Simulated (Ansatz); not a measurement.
Abridged Ansatz (a program for electronic structure) output:

```
Pseudopotential: Ga, paw, valence charge 13
Pseudopotential: O, paw, valence charge 6
Crystal: 10 atoms, lattice volume = 105.596 Å³
Basis set: ecut = 420 eV, 2045 PW (Γ), exchange–correlation on 90×90×80 points (8 copies of the dense FFT grid, shifted against one another)
Bands: 54, of which v1, the nominal top of the filled ones, is band 44 counted from 1 (43 counted from 0)
Symmetry: 4 space group operations
k-points: 204 of 726
Functional: x = pbesol(κ = 0.804, μ = 0.12345679012345678), c = pbesol(β = 0.046)
SCF iter   1: F=—  HF=-18341.890653 eV  |F-HF|=—  |Δ(HF+E_count)|=         —  Δρ=1.64e-2  dr2=2.19e-1  ethr=1.77e-3  ⟨swp⟩=6.0  Hψ=40667  notcnv=0  defer=81
SCF iter   2: F=—  HF=-18341.827180 eV  |F-HF|=—  |Δ(HF+E_count)|=   6.35e-2  Δρ=2.12e-3  dr2=2.63e-3  ethr=2.49e-4  ⟨swp⟩=2.0  Hψ=16939  notcnv=0  defer=789
SCF 1 converged in 10 iterations: F = -18341.827388 eV  dr2 = 3.70e-10
SCF converged after 10 iterations
Free energy (F): -18341.827388 eV
Internal energy: -18341.827388 eV  (E = F + TS)
E sigma→0 (E₀):  -18341.827388 eV
Fermi energy:    9.156426 eV
--- Forces (eV/Å), atoms counted from 1 ---
  atom   1  Ga    -0.00033272     0.00000000    -0.00014952
  atom   2  Ga     0.00033272    -0.00000000     0.00014952
  atom   3  Ga     0.00013287     0.00000000    -0.00002388
  atom   4  Ga    -0.00013287    -0.00000000     0.00002388
  atom   5  O      0.00010799    -0.00000000     0.00010652
  atom   6  O     -0.00010799     0.00000000    -0.00010652
  atom   7  O     -0.00010301     0.00000000    -0.00002177
  atom   8  O      0.00010301    -0.00000000     0.00002177
  atom   9  O     -0.00039832     0.00000000    -0.00009346
  atom  10  O      0.00039832    -0.00000000     0.00009346
--- Stress (GPa, compression-positive) ---
        0.001375       0.000000       0.001070
        0.000000      -0.002654      -0.000000
        0.001070      -0.000000      -0.000779
  P = ⅓ Tr σ = -0.0007 GPa (-0.007 kbar)
```

What was computed, and what are the main results?

Ga2O3, 10 atoms in the cell, with PBEsol in Ansatz (plane waves to 420 eV, PAW, no SOC). The last SCF converged to F = -18341.827388 eV, or -1834.1827 eV per atom, at a pressure of 0.00 GPa. The total energy compares only with runs of the same code, potentials and settings.

Whether these cells are dynamically stable was not tested. The cell is Ga2O3 (space group C2/m, No. 12).
